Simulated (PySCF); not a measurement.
PySCF 2.14.0, TPSSH/def2-svp, df: Mg(OMe)(k2OAc) (C[O][Mg]1[O]C(C)=[O]->1), 13 atoms. The geometry is a generated start, not checked to be a minimum at this level.

```
Property                      Result
-------------------  ---------------
task                          energy
method                         tpssh
basis                       def2-svp
two-electron scheme  density fitting
mol.max_memory               3000 MB
mf.max_cycle                     100
mf.conv_tol          1e-09 (default)
mf.grids.level           3 (default)
basis functions                  132
grid points                   162032
```

```xyz
13

Mg     0.3157    -0.1309    -0.3675
O      1.1498    -0.9784    -1.5703
C      1.2912    -1.7093    -2.7440
H      0.7778    -1.2277    -3.5832
H      2.3615    -1.7760    -2.9804
H      0.8945    -2.7239    -2.6286
C     -1.2608     1.5335     2.4940
C     -0.5989     0.8436     1.3241
O     -1.3074     0.4770     0.3629
O      0.6310     0.6502     1.3544
H     -0.5659     2.2349     2.9468
H     -2.1666     2.0338     2.1642
H     -1.5220     0.7730     3.2275
```

With the defaults (mf.DIIS = CDIIS, mf.diis = true, mf.diis_space = 8, mf.init_guess = minao, mf.level_shift = 0, newton = off) it converges in 14 Fock builds. One run each on 2 threads, 1 BLAS thread, with these changes:
- mf.init_guess = atom
- mf.init_guess = 1e
- newton = Hessian by the SCF's own integrals
- mf.diis_space = 5
- mf.diis_space = 12
- mf.level_shift = 1 Hartree
- mf.DIIS = EDIIS
- mf.diis = false
- mf.diis_space = 3

Q: Which runs fail or end elsewhere than the default run?

A: No convergence: mf.DIIS = EDIIS; mf.diis = false (the run ends without SCF convergence in 100 cycles). The rest reach the solution of the defaults.

```tsv
setting	Fock builds	end
the defaults	14	same solution
mf.diis_space = 12	14	same solution
mf.init_guess = atom	14	same solution
mf.diis_space = 5	15	same solution
mf.diis_space = 3	21	same solution
mf.init_guess = 1e	22	same solution
mf.level_shift = 1 Hartree	40	same solution
newton = Hessian by the SCF's own integrals	47	same solution
mf.DIIS = EDIIS	101	no convergence
mf.diis = false	101	no convergence
```

Under newton the count holds the products with the orbital Hessian.
